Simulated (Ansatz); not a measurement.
Partial pair distribution functions of a relaxed model of amorphous Ge₁₂Sb₁₂Te₃₀S₃, broadened by 0.06 Å; density 6.06 g/cm³. All values below come from PBE-D3(BJ), scalar-relativistic without spin-orbit coupling, PAW (Ansatz default set, large-core Te) (plane waves to 420 eV; Ansatz, a program for electronic structure).

The cell was made by melting and quenching with the CHGNet potential and then relaxed with DFT. The hot cell started wider than the set density and was brought back towards it in steps. It is the lowest in DFT energy of 3 quenches. It is a model cell: composition and starting density were chosen by hand, and all elements were melted together. The geometry includes D3(BJ) dispersion. Its density started from a set value of 5.67 and ended at 6.06 g/cm³. The simulated quench (nominally 50 K/ps over its main leg) is rapid and tends to freeze in more defects than a deposited or slowly cooled glass has. One small periodic cell is one sample of the glass; other quenches scatter about these values. Volume and shape were free in the relaxation. On a 2×2×2 Γ-centred mesh force components of up to 0.24 eV/Å stay, since the relaxation ran on one k-point at (1/4, 1/4, 1/4).

| r (Å) | g Sb-Te | g Ge-Te | g Ge-Ge | g Sb-Sb |
|---|---|---|---|---|
| 2.40 | 0.00 | 0.00 | 0.00 | 0.00 |
| 2.50 | 0.00 | 0.28 | 0.00 | 0.00 |
| 2.60 | 0.00 | 2.17 | 0.12 | 0.00 |
| 2.70 | 0.10 | 5.23 | 1.38 | 0.00 |
| 2.80 | 1.73 | 5.27 | 0.97 | 0.00 |
| 2.90 | 4.96 | 3.31 | 0.04 | 0.03 |
| 3.00 | 4.23 | 1.64 | 0.00 | 1.10 |
| 3.10 | 3.22 | 0.67 | 0.00 | 3.62 |
| 3.20 | 3.21 | 0.72 | 0.02 | 1.13 |
| 3.30 | 2.56 | 0.81 | 0.64 | 0.11 |
| 3.40 | 0.82 | 0.59 | 1.75 | 0.87 |
| 3.50 | 1.07 | 0.62 | 1.83 | 0.68 |
| 3.60 | 0.87 | 0.65 | 1.19 | 0.77 |
| 3.70 | 0.56 | 0.61 | 3.37 | 0.69 |
| 3.80 | 0.56 | 0.44 | 1.41 | 0.87 |
| 3.90 | 0.99 | 0.47 | 0.09 | 1.07 |
| 4.00 | 1.15 | 0.66 | 0.58 | 0.50 |
| 4.10 | 0.95 | 1.05 | 0.53 | 0.42 |
| 4.20 | 0.18 | 1.25 | 0.58 | 1.75 |
| 4.30 | 0.09 | 0.92 | 1.25 | 2.57 |
| 4.40 | 0.50 | 0.86 | 1.31 | 1.17 |
| 4.50 | 0.80 | 0.80 | 0.99 | 0.27 |
| 4.60 | 1.03 | 0.84 | 0.65 | 0.04 |
| 4.70 | 1.09 | 1.02 | 0.10 | 0.60 |
| 4.80 | 1.29 | 1.33 | 0.00 | 1.30 |
| 4.90 | 0.63 | 0.96 | 0.02 | 0.55 |
| 5.00 | 0.57 | 0.84 | 0.58 | 0.46 |
| 5.10 | 0.82 | 1.00 | 1.72 | 0.40 |
| 5.20 | 0.74 | 0.73 | 1.38 | 0.50 |
| 5.30 | 0.72 | 0.62 | 0.87 | 0.43 |
| 5.40 | 0.77 | 0.63 | 1.58 | 0.30 |
| 5.50 | 0.59 | 0.98 | 1.55 | 0.33 |
| 5.60 | 0.94 | 0.80 | 1.39 | 1.16 |
| 5.70 | 1.08 | 0.77 | 1.24 | 0.80 |
| 5.80 | 1.20 | 1.28 | 0.72 | 0.36 |

Within 3.42 Å each Sb has 4.17 Te neighbours on average.
